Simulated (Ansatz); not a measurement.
Consider the following.

End structure of OH on the 1x1 (111) surface of fcc Ni, ferromagnetic, one in a 1x1 cell, started at the site 'hollow Ni-Ni-Ni over Ni at depth 2.0 Å':

```xyz
6
Lattice="2.4886 0.0000 0.0000 -1.2443 2.1552 0.0000 0.0000 0.0000 25.5000" Properties=species:S:1:pos:R:3 pbc="T T T"
Ni     0.0000     1.4368     9.7295
Ni     1.2443     0.7184    11.7361
Ni     0.0130     0.0044    13.7693
Ni    -0.0102     1.4284    15.8174
O      1.8216     2.4850    17.3337
H      2.6058     2.9260    17.7354
```

Model: 6-atom slab, 6.0 Å thick at the start under the adsorbate (thin: gaps and levels are the slab's own), 14x14x1 mesh, Fermi-Dirac 0.1 eV, dipole correction, 2 atoms held, the rest relaxed; no symmetry held; spin-polarised, no spin-orbit, no U, no dispersion correction. At the end it is bonded to 2 Ni. In PBE it is, or lies within 0.03 eV of, the lowest of the starts that converged.

A negative adsorption energy means that the adsorbate is more stable on the surface than in its reference.

Predict the work function of the top face from PBE (Ansatz, a program for electronic structure).

4.83 eV

What adsorption energy against H2O(g) − ½ H2(g) does PBE give?

0.85 eV

Predict the change of the step from the bottom to the top vacuum level, against the clean slab from PBE.

-0.24 eV

What change of the work function does PBE give?

-0.25 eV
